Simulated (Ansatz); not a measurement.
Output of an Ansatz run (abridged):

```
WARN ansatz: RAYON_NUM_THREADS=1 ignored (pool sized by the plan → 1); use --threads N
basis.fft_grid_basis auto: the FFT boxes are laid along the combinations [[1, 0, 1], [0, 1, 1], [0, 0, 1]] of the cell's own vectors, 4.019, 4.019 and 5.857 Å …
Pseudopotentials: kind: paw
Pseudopotential: Y, paw, valence charge 11
Pseudopotential: Cu, paw, valence charge 19
Pseudopotential: Ge, paw, valence charge 14
Crystal: 5 atoms, lattice volume = 82.714 Å³
Basis set: ecut = 420 eV, 1621 PW (Γ), FFT grids on a1+a3, a2+a3, a3
Bands: 47, of which v1, the nominal top of the filled ones, is band 39 counted from 1 (38 counted from 0)
Symmetry: 8 space group operations
Space group: I4mm (ITA 107), of the structure as read, at distance tolerance 4.4e-5 Å
k-points: 59 of 512 (time reversal used)
PAW frozen core: Y, regenerated for the run's functional, and the local potential with it
PAW frozen core: Cu, regenerated for the run's functional, and the local potential with it
PAW frozen core: Ge, regenerated for the run's functional, and the local potential with it
Initial density: superposition of atomic densities (neutral atoms: chi_scale 0, normalization atom), corrected by the library's trained network
Initial wavefunctions: pseudopotential atomic-orbital guess
Eigensolver: davidson
Functional: x = slater, c = lda
SCF iter   1: F=—  HF=-25291.281093 eV  |F-HF|=—  |Δ(HF+E_count)|=         —  Δρ=1.09e-2  dr2=4.49e-2  ethr=1.77e-3  ⟨swp⟩=5.8  Hψ=9231  notcnv=0  defer=2
all-band conjugate gradients solve this SCF's bands
preconditioner: auto → Kerker (q_TF=auto, 2.696 Å⁻¹)
SCF iter   2: F=—  HF=-25291.270021 eV  |F-HF|=—  |Δ(HF+E_count)|=   1.11e-2  Δρ=3.04e-3  dr2=9.90e-3  ethr=5.83e-5  ⟨swp⟩=2.6  Hψ=5223  notcnv=0  defer=21
SCF iter   3: F=—  HF=-25291.268514 eV  |F-HF|=—  |Δ(HF+E_count)|=   1.51e-3  Δρ=2.10e-3  dr2=3.79e-3  ethr=1.29e-5  ⟨swp⟩=1.3  Hψ=2742  notcnv=0  defer=21
SCF iter   4: F=—  HF=-25291.267691 eV  |F-HF|=—  |Δ(HF+E_count)|=   8.23e-4  Δρ=6.97e-4  dr2=5.66e-4  ethr=4.92e-6  ⟨swp⟩=1.9  Hψ=2967  notcnv=0  defer=21
SCF iter   5: F=—  HF=-25291.267568 eV  |F-HF|=—  |Δ(HF+E_count)|=   1.23e-4  Δρ=1.39e-4  dr2=3.99e-5  ethr=7.35e-7  ⟨swp⟩=2.0  Hψ=4372  notcnv=0  defer=21
SCF iter   6: F=—  HF=-25291.267557 eV  |F-HF|=—  |Δ(HF+E_count)|=   1.09e-5  Δρ=3.31e-5  dr2=2.51e-6  ethr=5.18e-8  ⟨swp⟩=2.0  Hψ=4402  notcnv=0  defer=21
SCF iter   7: F=—  HF=-25291.267557 eV  |F-HF|=—  |Δ(HF+E_count)|=   1.19e-7  Δρ=1.61e-5  dr2=3.71e-7  ethr=3.26e-9  ⟨swp⟩=2.0  Hψ=3565  notcnv=0  defer=21
SCF iter   8: F=-25291.267557 eV  HF=-25291.267557 eV  |F-HF|=1.80e-8  |Δ(HF+E_count)|=   1.11e-7  Δρ=3.30e-6  dr2=2.41e-8  ethr=1.30e-10  ⟨swp⟩=7.9  Hψ=10035  notcnv=0
SCF 1 converged in 8 iterations: F = -25291.267557 eV  dr2 = 2.41e-8
SCF converged after 8 iterations
Free energy (F): -25291.267557 eV
Harris-Foulkes:  -25291.267557 eV  (|F-HF|=1.80e-8)
Internal energy: -25291.258138 eV  (E = F + TS)
E sigma→0 (E₀):  -25291.262847 eV
Entropy (-TS):   -0.009420 eV (-1.884 meV/atom)
Fermi energy:    13.670821 eV
--- Per-component energies (eV) ---
  E_band       = -1090.281171
  E_kinetic    = 1134.114210
  E_local      = -15259.500988  (includes V_loc(G=0)·N_el)
  E_nonlocal   = 1685.968356
  E_hartree    = 6755.210064
  E_xc         = -504.005098
  E_vxc        = -564.807257  (∫ρ·V_xc dr)
  E_paw        = -9794.415164  (= ΣΔE_a)
  E_vpaw       = -1596.476527  (= ΣTr[D̂ρ^β])
  E_aug_tail   = 0.001011  (compensation charges beyond the density's cutoff)
  E_ewald      = -9313.676086
  E_core_change = 5.045558  (= ΣΔE_core)
  E_smearing   = -0.009420  (= −TS)
  E_closure    = 0.000000  (closes the sum)
  Σ components = -25291.267557   (vs F -25291.267557, Δ=0.00e0)
--- Forces (eV/Å), atoms counted from 1 ---
  atom   1  Y      0.00000000    -0.00000000    -0.15089720
  atom   2  Cu     0.00000000    -0.00000000     0.05661093
  atom   3  Cu    -0.00000000     0.00000000     0.05661093
  atom   4  Ge     0.00000000    -0.00000000     0.19746075
  atom   5  Ge    -0.00000000     0.00000000    -0.15969700
  max |Σ_I F_I| component: 8.84e-5 eV/Å
--- Stress (GPa, compression-positive) ---
       -5.202293       0.000000       0.000000
        0.000000      -5.202293      -0.000000
       -0.000000       0.000000      -4.953896
  P = ⅓ Tr σ = -5.1195 GPa (-51.195 kbar)
  The stress holds the Pulay correction. Without it, at fixed plane waves, as pw.x and ABINIT print it: P = -5.1669 GPa
--- Band table (eV; the first three rows and the last of 59) ---
  k-point 0: bands = ["-98.8060", "-98.8040", "-56.6357", "-56.6331", "-56.6209", "-56.6209", "-56.6049", "-56.6049", "-28.9848", "-11.0140", "-10.9306", "-10.9306", "-10.8455", "-10.8360", "-10.8353", "-10.8344", "-10.8344", "-10.8184", "-10.7817", [...]
  k-point 1: bands = ["-98.8058", "-98.8042", "-56.6355", "-56.6333", "-56.6212", "-56.6186", "-56.6071", "-56.6046", "-28.9832", "-11.0139", "-10.9313", "-10.9294", "-10.8445", "-10.8393", "-10.8354", "-10.8339", "-10.8333", "-10.8193", "-10.7796", [...]
  k-point 2: bands = ["-98.8055", "-98.8045", "-56.6351", "-56.6337", "-56.6221", "-56.6133", "-56.6125", "-56.6037", "-28.9792", "-11.0134", "-10.9333", "-10.9304", "-10.8431", "-10.8417", "-10.8365", "-10.8324", "-10.8300", "-10.8233", "-10.7751", [...]
  k-point 58: bands = ["-98.8060", "-98.8040", "-56.6358", "-56.6331", "-56.6209", "-56.6209", "-56.6049", "-56.6049", "-28.9847", "-11.0161", "-10.9352", "-10.9352", "-10.8488", "-10.8322", "-10.8320", "-10.8293", "-10.8293", "-10.8221", [...]
```

The structure:

```
CELL_PARAMETERS angstrom
     -2.00931     2.00931     5.12180
      2.00931    -2.00931     5.12180
      2.00931     2.00931    -5.12180
ATOMIC_POSITIONS crystal
  Y  0.00488 0.00488 0.00000
  Cu 0.75000 0.25000 0.50000
  Cu 0.25000 0.75000 0.50000
  Ge 0.61934 0.61934 0.00000
  Ge 0.38066 0.38066 0.00000
```

Question: What input produced this log?

Answer: Other spellings and defaults could give the same log, and not every line can be read from it. The input that was run (DFT, LDA (PW92), plane waves, default PAW files made with PBE):

Ansatz 0.2 input:
```yaml
crystal:
  lattice:
    - [-2.009314, 2.009314, 5.121803]
    - [2.009314, -2.009314, 5.121803]
    - [2.009314, 2.009314, -5.121803]
  atoms:
    - { symbol: Y, position: [0.004881, 0.004881, 0.000000] }
    - { symbol: Cu, position: [0.750000, 0.250000, 0.500000] }
    - { symbol: Cu, position: [0.250000, 0.750000, 0.500000] }
    - { symbol: Ge, position: [0.619340, 0.619340, 0.000000] }
    - { symbol: Ge, position: [0.380660, 0.380660, 0.000000] }
basis:
  ecutwfc: 420.0 eV
kpoints:
  mp_grid: { grid: [8, 8, 8] }
hamiltonian:
  xc: lda
  pseudopotentials: { kind: paw }
scf:
  occupations: { method: gaussian, width: 0.1 eV }
output:
  forces: true
  eigenvalues: true
  stress: true
```

The starting cell comes from a database of computed structures (which also holds hypothetical and non-ambient phases and stackings), without a prior relaxation at this level. Its lattice was rescaled by up to half a per cent. One atom was moved a little off its site on purpose. Spin polarisation is off. With a pressure of about -5 GPa the cell is away from its equilibrium volume at this level. Ansatz's pressure includes its estimate of the finite-basis (Pulay) stress.

Ansatz is an electronic-structure program.
